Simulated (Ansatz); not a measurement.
## Effect of uniaxial strain ε_zz = +3.00 % on BN

Consider BN in the zinc blende structure (space group F-43m, No. 216; a = 3.581 Å). Axes: x, y, z lie along the cube axes.

One thing is altered: the cell is stretched by 3.00 % along z with no lateral relaxation; the atoms relax in the strained cell.

Calculations: Kohn–Sham DFT with the LDA functional, run in Ansatz (an electronic-structure program) with PAW and 420 eV plane waves, no spin-orbit coupling. k-mesh 16×16×16 (Γ-centred); smearing 0.05 eV (Fermi–Dirac).

```tsv
quantity	base	changed	shift
volume per atom	5.74 Å³	5.91 Å³	+0.17 Å³
space group	F-43m (No. 216)	I-4m2 (No. 119)	–
shortest interatomic distance	1.550 Å	1.566 Å	+0.016 Å
energy relative to the base (free energy F)	0 meV/atom	+13 meV/atom	+13 meV/atom
band gap	4.39 eV	4.09 eV	-0.30 eV
gap character	–	indirect, Γ → X	–
smallest direct gap	8.83 eV	8.53 eV	-0.30 eV
electron mass	0.90 mₑ along k, 0.30 mₑ across (at X)	0.88 mₑ along k, 0.30 mₑ across (at X)	–
valence-band top at Γ (three highest levels, from the VBM)	0.00, 0.00, 0.00 eV	0.00, 0.00, -0.31 eV	–
valley order (the lowest conduction-band minima on the path, energy above the VBM, named in the base's zone)	X along ⟨100⟩ 4.39 eV	X along [010] 4.09 eV; X along [001] 4.61 eV	–
stress (xx, yy, zz, yz, xz, xy; compression positive)	–	(-4.96, -4.96, -23.89, 0.00, 0.00, 0.00) GPa	–
```

Final structure:

```yaml
crystal:
  lattice:
    - [0.00000, 1.79027, 1.84398]
    - [1.79027, 0.00000, 1.84398]
    - [1.79027, 1.79027, 0.00000]
  atoms:
    - { symbol: B, position: [0.00000, 0.00000, 0.00000] }
    - { symbol: N, position: [0.25000, 0.25000, 0.25000] }
```

Effective masses come from finite differences of ±0.01 Å⁻¹. Along k means along the line from Γ to the band edge. No phonon test of stability was made. k-point labels follow each cell's own Brillouin zone.
